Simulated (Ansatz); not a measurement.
# By hand: formation energy of SnO2 (rutile, P4₂/mnm) from the elements

Consider the formation energy of SnO2 (rutile, P4₂/mnm) from the elements. Reaction: Sn (white tin) + O2 (gas) → SnO2 (rutile). A negative value means that the right-hand side lies lower. The value is per atom of the solid.

SnO2 (rutile, P4₂/mnm), 6 atoms in the cell. Conventional cell: a = 4.8279 Å, b = 4.8279 Å, c = 3.2378 Å, α = 90.00°, β = 90.00°, γ = 90.00°.

Ansatz (an electronic-structure program) with PAW potentials; structures come from PBE relaxations, nuclei static, no net charge. Ansatz runs with its default PAW set. Other levels take these structures. The lattices are those relaxed with PBE, so at other levels the solids can be strained, which adds to the spread. A dispersion term (D3(BJ), or D4 for r2SCAN) was computed beside these levels and is taken off wherever the name lacks it. Spin-orbit coupling is left out.

Total energies of the cells in eV, at zero smearing width. They compare only within one column; the weights balance every element.

```csv
cell,atoms,weight,r2SCAN,r2SCAN+D4
SnO2 (rutile),6,+1,-14352.35594,-14352.93104
Sn (white tin),2,−1,-12077.02258,-12077.28867
O2 (gas),2,−2,-1131.96020,-1131.96199
```

r2SCAN: (-14352.35594) − (-12077.02258) − 2 × (-1131.96020) = -11.413 eV; dividing by 6 atoms gives -1.90 eV/atom.

r2SCAN+D4: (-14352.93104) − (-12077.28867) − 2 × (-1131.96199) = -11.718 eV; dividing by 6 atoms gives -1.95 eV/atom.

What follows from the r2SCAN value: A formula unit of SnO2 has 3 atoms, so it forms with -1.9022 × 3 = -5.707 eV, or -550.6 kJ/mol at 96.485 kJ/mol per eV.
